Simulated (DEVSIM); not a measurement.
Structure: GaAs p-n junction from an implanted or diffused profile, at 300 K.

```tsv
layer (left to right)	material	thickness (μm)	Nd (cm⁻³)	τn (s)	τp (s)
1	GaAs	17.0	3.8e15	9e-9	9e-9
```

Added acceptor profile: 2.2e17 cm⁻³ × exp(−(x − 0.035 μm)²/(2·(0.063 μm)²)). Left contact: ohmic. Right contact: ohmic. Voltage is applied to the left contact. Recombination: SRH at mid-gap. Mobility is constant in doping.

Constants are typed, rounded textbook-type inputs, not results; the design itself was drawn at random and stands for no fabricated device. Values at 300 K.

```
parameter        GaAs
-------------  ------
gap (eV)        1.424
affinity (eV)    4.07
permittivity     12.9
Nc (cm⁻³)      4.7e17
Nv (cm⁻³)        9e18
μn (cm²/Vs)      8500
μp (cm²/Vs)       400
```

Simulated with DEVSIM: 1D drift-diffusion, Boltzmann statistics, complete ionisation; no tunnelling, impact ionisation, image-force lowering or self-heating.

The doping Nd of layer 1 was swept, all else fixed.

```csv
doping Nd of layer 1 (cm^-3),dark forward voltage at 1 A/cm² (V),potential step across the device at zero bias (V),dark forward voltage at 100 A/cm² (V)
1.1e14,0.942,1.108,1.301
3.8e14,0.947,1.140,1.211
1.1e15,0.953,1.167,1.154
3.8e15,0.956,1.199,1.108
1.1e16,0.956,1.225,1.088
3.8e16,0.949,1.253,1.074
1.1e17,0.922,1.264,1.046
```

From the first row to the last the dark forward voltage at 1 A/cm² goes from 0.942 to 0.922. From the first row to the last the potential step across the device at zero bias goes from 1.108 to 1.264.
